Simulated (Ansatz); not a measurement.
The starting structures come from a database of crystals and need not be the phases stable at ambient conditions.

By PBEsol, the system below comes out a metal.

A figure of merit of an interconnect metal is its ballistic conductance per area.

Here is the system:

```yaml
crystal:
  lattice:
    - [4.07851, 0.00000, 0.00000]
    - [0.00000, 4.07851, 0.00000]
    - [0.00000, 0.00000, 4.07851]
  atoms:
    - { symbol: Ba, position: [0.00000, 0.00000, 0.00000] }
    - { symbol: Zn, position: [0.50000, 0.50000, 0.50000] }
```

Space group of this cell: Pm-3m, CsCl type. The cell is taken as given; by PBEsol its mean pressure is -1.4 GPa.

The current flows along the normal of the first two printed cell vectors, the (001) plane of the conventional cell. No spin-orbit coupling; the value is a mean over 0.1 eV about the Fermi level.

Question: Compute, with PBEsol (Ansatz, a program for electronic structure), the ballistic conductance per area.

Answer: 0.50 × 10¹⁵ S/m² for both spins.
